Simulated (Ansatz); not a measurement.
The starting structures come from a database of crystals and need not be the phases stable at ambient conditions.

Consider the following.

```
MgS
1.0
    3.68318     0.00000     0.00000
    0.00000     3.68318     0.00000
    1.84159    -1.84159     2.60440
Mg S
1 1
Direct
  0.00000   0.00000   0.00000
  0.50000   0.50000   0.00000
```

Space group of this cell: Fm-3m, rock salt. The cell is taken as given.

The numbers are results of r2SCAN (plane waves, PAW; Ansatz, a program for electronic structure), not measurements.

The current runs along the normal of the first two printed vectors; no spin-orbit coupling. Scaled by the factor s: the length along the current (ions clamped). Meshes 12×12×12 and 8×8 across the current in all rows.

| s | mean pressure (GPa) | band gap (eV) |
|---|---|---|
| 0.97 | 2.5 | 3.37 |
| 1.00 | -0.3 | 3.46 |
| 1.03 | -2.3 | ? |

### Question
Take the slope of the band gap against ln s from the two given rows, extrapolate to s = 1.03, and say what the run there gives.

### Answer
Slope = (3.37 − 3.46) / ln 0.97 = 2.95 eV. The line gives 3.46 + (2.95) × ln 1.03 = 3.55 eV. The run gives 3.27 eV, 0.28 eV under the line, 318 % of the predicted step.
